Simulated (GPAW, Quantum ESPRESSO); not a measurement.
A Quantum ESPRESSO input for a self-consistent single point of Nb₆AlGe (Pm-3, 8 atoms in the cell) (DFT, LDA (PW92), plane waves, PseudoDojo standard norm-conserving (LDA) pseudopotentials):

```fortran
&CONTROL
  calculation = 'scf'
  prefix = 'nb6alge'
  outdir = './out'
  pseudo_dir = './'
  tprnfor = .true.
  tstress = .true.
/
&SYSTEM
  ibrav = 0
  nat = 8
  ntyp = 3
  ecutwfc = 85
  occupations = 'smearing'
  smearing = 'fd'
  degauss = 0.0073499
/
&ELECTRONS
  conv_thr = 1.0d-9
  mixing_beta = 0.3
/
ATOMIC_SPECIES
Al    26.9815  Al.upf
Nb    92.9064  Nb.upf
Ge    72.6300  Ge.upf
ATOMIC_POSITIONS {alat}
Al    0.50000000    0.50000000    0.50000000
Nb    0.00000000    0.50000000    0.74995000
Nb    0.00000000    0.50000000    0.25005000
Nb    0.74995000    0.00000000    0.50000000
Nb    0.25005000    0.00000000    0.50000000
Nb    0.50000000    0.74995000    0.00000000
Nb    0.50000000    0.25005000    0.00000000
Ge    0.00000000    0.00000000    0.00000000
K_POINTS {automatic}
5 5 5  0 0 0
CELL_PARAMETERS {angstrom}
   5.11332700     0.00000000     0.00000000
   0.00000000     5.11332700     0.00000000
   0.00000000     0.00000000     5.11332700
```

### Question
Give the GPAW input for the same structure, mesh, smearing and functional.

### Answer
This is the input that was run; spellings and numerical settings could be chosen otherwise.

```python
from ase import Atoms
from ase.units import GPa
from gpaw import GPAW

atoms = Atoms(['Al', 'Nb', 'Nb', 'Nb', 'Nb', 'Nb', 'Nb', 'Ge'],
              cell=[[5.113327, 0.000000, 0.000000],
                    [0.000000, 5.113327, 0.000000],
                    [0.000000, 0.000000, 5.113327]],
              scaled_positions=[[0.500000, 0.500000, 0.500000],
                                [0.000000, 0.500000, 0.749950],
                                [0.000000, 0.500000, 0.250050],
                                [0.749950, 0.000000, 0.500000],
                                [0.250050, 0.000000, 0.500000],
                                [0.500000, 0.749950, 0.000000],
                                [0.500000, 0.250050, 0.000000],
                                [0.000000, 0.000000, 0.000000]],
              pbc=True)

calc = GPAW(mode={'name': 'pw', 'ecut': 550},
            xc='LDA',
            kpts=(5, 5, 5),
            occupations={'name': 'fermi-dirac', 'width': 0.1},
            nbands=-12,
            convergence={'density': 1e-05},
            symmetry={'symmorphic': False, 'tolerance': 0.0005},
            maxiter=150,
            txt='-')

atoms.calc = calc

energy = atoms.get_potential_energy()
print('Energy (eV):', round(energy, 6))
forces = atoms.get_forces()
print('Forces (eV/Ang):')
print(forces.round(5))
stress = atoms.get_stress()
print('Stress (GPa, Voigt):', (stress / GPa).round(4))
```

Basis, cutoffs, solver keys and any potentials are the target program's own. This input uses DFT LDA (Perdew-Wang 92), plane waves, GPAW PAW datasets LDA (gpaw-data 1.0.1). LDA parametrisations can differ slightly between programs. Both were run: pressure -2.32 GPa in Quantum ESPRESSO and -3.28 in GPAW; largest force 0.009 eV/Å in Quantum ESPRESSO and 0.004 in GPAW.

On Quantum ESPRESSO: the starting cell comes from a database of computed structures (which also holds hypothetical and non-ambient phases and stackings), without a prior relaxation at this level. Its lattice was rescaled by a random factor within 2.5 % of one. For this run, on top of that: lattice scaled by 0.98. Spin polarisation is off.

On GPAW: the starting cell comes from a database of computed structures (which also holds hypothetical and non-ambient phases and stackings), without a prior relaxation at this level. Its lattice was rescaled by a random factor within 2.5 % of one. For this run, on top of that: lattice scaled by 0.98. Spin polarisation is off. With a pressure of about -3 GPa the cell is away from its equilibrium volume at this level.
